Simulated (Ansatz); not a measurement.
The reference is SnO$_{2}$ in the rutile structure (space group P4_2/mnm, No. 136; a = 4.722 Å, c = 3.190 Å).

The values are results of Ansatz (a quantum-chemistry and plane-wave program), LDA, PAW, cutoff 420 eV, no spin-orbit coupling, not measurements.

Strains are applied to the cell and any free atomic positions relax.

One change was made to it. Results:

| quantity | base | after |
|---|---|---|
| mean gap deformation potential ΔEg/Δln V | – | -11.2 eV |
| energy relative to the base (free energy F) | 0 meV/atom | +2.5 meV/atom |
| valence-band top at Γ (three highest levels, from the VBM) | 0.00, -0.80, -0.80 eV | 0.00, -0.78, -0.78 eV |

Problem. Which change produced these results?
A. isotropic strain +0.60 %
B. isotropic strain +2.40 %
C. isotropic strain +1.80 %
D. isotropic strain +1.20 %

Solution. A, isotropic strain +0.60 %. For comparison, the energy relative to the base in the other runs: isotropic strain +1.20 % gives +9.7 meV/atom; isotropic strain +2.40 % gives +37 meV/atom; isotropic strain +1.80 % gives +21 meV/atom.

Whether these cells are dynamically stable was not tested.
